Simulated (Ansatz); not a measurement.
# Pressure series in Ge2Sb2Te5

Start from Ge$_{2}$Sb$_{2}$Te$_{5}$ (space group P-3m1, No. 164).

```
CELL_PARAMETERS angstrom
      4.22322     0.00000     0.00000
     -2.11161     3.65742     0.00000
      0.00000     0.00000    16.87082
ATOMIC_POSITIONS crystal
  Te 0.00000 0.00000 0.00000
  Ge 0.66667 0.33333 0.10035
  Ge 0.33333 0.66667 0.89965
  Te 0.33333 0.66667 0.19856
  Te 0.66667 0.33333 0.80144
  Sb 0.00000 0.00000 0.31708
  Sb 0.00000 0.00000 0.68292
  Te 0.66667 0.33333 0.41909
  Te 0.33333 0.66667 0.58091
```

Cell and atoms are relaxed at each pressure.

Method: PBEsol in Ansatz (plane waves to 420 eV, PAW, spin-orbit coupling left out).

Question: Only one of these keeps a band gap. Which?
A) pressure −1 GPa
B) pressure 2.1 GPa
C) pressure 30 GPa
D) pressure 9 GPa

Answer: A, pressure −1 GPa. Computed: pressure 30 GPa: zero; pressure 9 GPa: zero; pressure −1 GPa: 0.33 eV; pressure 2.1 GPa: zero

The mesh was chosen for an insulator and is coarse for the gapless case. From pressure 30 GPa on, the axis ratios lie over 15 % from the base's, so the cell there is far from its starting form. With Sb and Te present, leaving out spin-orbit coupling can change the band edges. Load acts through the strain it causes; cell and atoms are relaxed under it. Whether these cells are dynamically stable was not tested. No other phases were tried under pressure. All final runs are without spin polarisation. A zero or small gap of Ge2Sb2Te5 can be the functional's error rather than a property of the material.

Ansatz is a first-principles code.
